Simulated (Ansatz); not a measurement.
System: Si-vacancy pair (Si on one host Al site, one Al site vacant) in fcc Al (neutral cell). Calculation: PBE, PAW (plane waves to 420 eV; Ansatz, a quantum-chemistry and plane-wave program).

Settings: 32 host sites, the relaxed PBE lattice, a 4×4×4 k-point mesh shifted by half a step, smearing 0.10 eV, spin-restricted, no image-charge correction. No zero-point or tunnelling terms. Forms of the defect that were not tried may lie lower. The order of the sites in energy changes with the mesh.

Barriers: single points on a 6×6×6 k-point mesh shifted by half a step at the bands' geometries.

Relaxed starting cell (atoms counted from 1):

```
Al30Si
1.0
    8.08392     0.00000     0.00000
    0.00000     8.08392     0.00000
    0.00000     0.00000     8.08392
Si Al
1 30
Direct
  0.99897   0.00264   0.00342
  0.99912   0.00348   0.50009
  0.99906   0.49963   0.00411
  0.99908   0.49871   0.49905
  0.49914   0.00096   0.00150
  0.49903   0.00056   0.50192
  0.49907   0.50112   0.00119
  0.49902   0.50075   0.50122
  0.99899   0.24951   0.75194
  0.99904   0.75137   0.24985
  0.99894   0.75248   0.75304
  0.49902   0.24940   0.25004
  0.49886   0.25081   0.75262
  0.49908   0.75210   0.25139
  0.49898   0.75190   0.75251
  0.24131   0.00424   0.24955
  0.24855   0.00052   0.75284
  0.24541   0.49768   0.25075
  0.24951   0.50167   0.75194
  0.75705   0.00444   0.24937
  0.74950   0.00063   0.75303
  0.75264   0.49750   0.25099
  0.74848   0.50166   0.75166
  0.24103   0.24861   0.00501
  0.24554   0.25044   0.49794
  0.24863   0.75245   0.00099
  0.24951   0.75122   0.50229
  0.75691   0.24900   0.00493
  0.75266   0.25026   0.49810
  0.74932   0.75227   0.00098
  0.74857   0.75142   0.50223
```

End state 1 differs by these moves (Å; atoms that move under 0.08 Å are left out):

```json
[
 {"atom": "16", "element": "Al", "Δx": "-1.93", "Δy": "1.93", "Δz": "0.00"}
]
```

Problem. Estimate the forward and backward barriers to end state 1 that PBE, PAW returns for this input.

Solution. forward 0.50 eV, backward 0.50 eV; at the saddle point atom 16 has neighbours 2 Al at 2.63, Al at 2.69, 2 Al at 3.05, 2 Al at 3.22; Si at 2.56 Å. The saddle point's order was not checked, and it lies on a symmetry element of the cell, where a band can be held.

End state 2 differs by these moves (Å; atoms that move under 0.08 Å are left out):

```tsv
atom	element	Δx	Δy	Δz
1	Si	0.00	1.99	1.99
```

Problem. What forward and backward barriers to end state 2 does PBE, PAW give?

Solution. forward 0.50 eV, backward 0.50 eV; at the saddle point atom 1 has neighbours 2 Al at 2.55, 2 Al at 2.57, 2 Al at 3.06, 2 Al at 3.18 Å. The saddle point's order was not checked, and it lies on a symmetry element of the cell, where a band can be held.
